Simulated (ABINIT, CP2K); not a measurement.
A CP2K input for a self-consistent single point of RbReO₃ (Pm-3m, 5 atoms in the cell) (DFT PBEsol, GPW, DZVP-MOLOPT-SR-GTH basis, GTH-PBE potentials (GTH_POTENTIALS)):

```
&GLOBAL
  PROJECT calc
  RUN_TYPE ENERGY_FORCE
  PRINT_LEVEL LOW
&END GLOBAL
&FORCE_EVAL
  METHOD Quickstep
  STRESS_TENSOR ANALYTICAL
  &DFT
    BASIS_SET_FILE_NAME BASIS_MOLOPT
    POTENTIAL_FILE_NAME GTH_POTENTIALS
    &QS
      METHOD GPW
      EPS_DEFAULT 1E-10
    &END QS
    &MGRID
      CUTOFF 500
      REL_CUTOFF 40
      NGRIDS 5
    &END MGRID
    &SCF
      SCF_GUESS ATOMIC
      EPS_SCF 1E-7
      MAX_SCF 100
      ADDED_MOS 8
      &DIAGONALIZATION
        ALGORITHM STANDARD
      &END DIAGONALIZATION
      &MIXING
        METHOD BROYDEN_MIXING
        ALPHA 0.3
        NBUFFER 10
        BETA 1
      &END MIXING
      &SMEAR ON
        METHOD FERMI_DIRAC
        ELECTRONIC_TEMPERATURE [K] 1160.45
      &END SMEAR
    &END SCF
    &KPOINTS
      SCHEME MONKHORST-PACK 8 8 8
      GAMMA_CENTERED T
    &END KPOINTS
    &XC
      &XC_FUNCTIONAL
        &PBE
          PARAMETRIZATION PBESOL
        &END PBE
      &END XC_FUNCTIONAL
    &END XC
    &PRINT
      &MO
        EIGENVALUES T
        OCCUPATION_NUMBERS T
        NDIGITS 8
        FILENAME mo
        &EACH
          QS_SCF 0
        &END EACH
        ADD_LAST NUMERIC
      &END MO
      &MULLIKEN OFF
      &END MULLIKEN
    &END PRINT
  &END DFT
  &SUBSYS
    &CELL
      A 4.06732700 0.00000000 0.00000000
      B 0.00000000 4.06732700 0.00000000
      C 0.00000000 0.00000000 4.06732700
      PERIODIC XYZ
    &END CELL
    &COORD
      SCALED
      Rb       0.00000000     0.00000000     0.00000000
      Re       0.50000000     0.50000000     0.50000000
      O        0.50000000     0.50000000     0.00000000
      O        0.00000000     0.50000000     0.50000000
      O        0.50000000     0.00000000     0.50000000
    &END COORD
    &KIND Rb
      BASIS_SET DZVP-MOLOPT-SR-GTH-q9
      POTENTIAL GTH-PBE-q9
    &END KIND
    &KIND Re
      BASIS_SET DZVP-MOLOPT-SR-GTH-q15
      POTENTIAL GTH-PBE-q15
    &END KIND
    &KIND O
      BASIS_SET DZVP-MOLOPT-SR-GTH-q6
      POTENTIAL GTH-PBE-q6
    &END KIND
  &END SUBSYS
  &PRINT
    &FORCES ON
    &END FORCES
    &STRESS_TENSOR ON
    &END STRESS_TENSOR
  &END PRINT
&END FORCE_EVAL
```

### Question
Write the same calculation as an input for ABINIT.

### Answer
One input that does it (others would too):

```
# RbReO3, PseudoDojo nc-sr-04 PBEsol standard
pp_dirpath "./"
pseudos "Rb.upf, Re.upf, O.upf"
acell 3*1.0 Angstrom
rprim
         4.0673270000    0.0000000000    0.0000000000
         0.0000000000    4.0673270000    0.0000000000
         0.0000000000    0.0000000000    4.0673270000
natom 5
ntypat 3
znucl 37 75 8
typat 1 2 3 3 3
xred
         0.0000000000    0.0000000000    0.0000000000
         0.5000000000    0.5000000000    0.5000000000
         0.5000000000    0.5000000000    0.0000000000
         0.0000000000    0.5000000000    0.5000000000
         0.5000000000    0.0000000000    0.5000000000
ecut 42 Ha
occopt 3
tsmear 0.1 eV
nband 28
kptopt 1
ngkpt 8 8 8
nshiftk 1
shiftk 0 0 0
nstep 100
tolvrs 1.0e-11
prtwf 0
prtden 0
prtvol 1
enunit 1
```

Basis, cutoffs, solver keys and any potentials are the target program's own. This input uses DFT, PBEsol, plane waves, norm-conserving pseudopotentials (PseudoDojo nc-sr-04 PBEsol standard). Both were run: pressure -18.62 GPa in CP2K and -18.99 in ABINIT.

On CP2K: the starting cell comes from a database of computed structures (which also holds hypothetical and non-ambient phases and stackings), without a prior relaxation at this level. Its lattice was rescaled by a random factor within 2.5 % of one. Spin polarisation is off. Values carry the incompleteness of an atom-centred basis. The potentials were made for another functional than the one used. With a pressure of about -19 GPa the cell is away from its equilibrium volume at this level.

On ABINIT: the starting cell comes from a database of computed structures (which also holds hypothetical and non-ambient phases and stackings), without a prior relaxation at this level. Its lattice was rescaled by a random factor within 2.5 % of one. Spin polarisation is off. With a pressure of about -19 GPa the cell is away from its equilibrium volume at this level.
